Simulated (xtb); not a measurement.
xtb 6.7.1, GFN1-xTB: Ca(Cl)(OMe)(NH3)2 (C[O][Ca](<-[NH3])(<-[NH3])[Cl]), 15 atoms. The geometry is a generated start, not checked to be a minimum at this level.

```yaml
method: GFN1-xTB
"--acc": 1 (default)
"--etemp (K)": 300 (default)
detailed input (--input): "none: ANC optimiser, Lindh (1995) Hessian, microcycle=20, maxdispl=1.0, hlow=0.01 (default)"
basis_functions: 54
valence_electrons: 38
```

```xyz
15

Ca     0.7140    -0.4664    -0.2029
Cl     2.3699     0.3066     1.4044
O     -0.8382     0.6494    -0.3168
C     -2.2105     0.6785    -0.2243
H     -2.5932     1.6796    -0.4812
H     -2.6839    -0.0429    -0.9131
H     -2.5625     0.4484     0.7981
N      0.4169    -2.1695     1.5515
H      0.6715    -3.1490     1.6511
H     -0.4553    -2.0151     2.0536
H      1.1341    -1.6152     2.0268
N      1.5212     1.1543    -1.7947
H      0.6007     1.5379    -1.5637
H      1.7184     1.3522    -2.7724
H      2.1969     1.6513    -1.2163
```

The structure is relaxed from this start with --opt LEVEL for the levels crude, sloppy, loose, lax, normal, tight, vtight, extreme, once each. Up to the end of the extreme run atoms move by at most 0.99 Å along an axis.

**Question.** Choose the cheapest level whose final energy lies within 1 meV of that of extreme.

**Answer.** normal: 23 cycles against 34, ending 0.33 meV above.

```
level    cycles  energy above the extreme run (meV)  gradient norm (eV/Å)
-------  ------  ----------------------------------  --------------------
crude        10                                  11                  0.44
sloppy       12                                 4.1                  0.25
loose        13                                 3.5                  0.15
lax          16                                 1.9                  0.11
normal       23                                0.33                 0.040
tight        29                               0.026                0.0069
vtight       33                          under 0.01                0.0050
extreme      34                                   —                0.0018
```
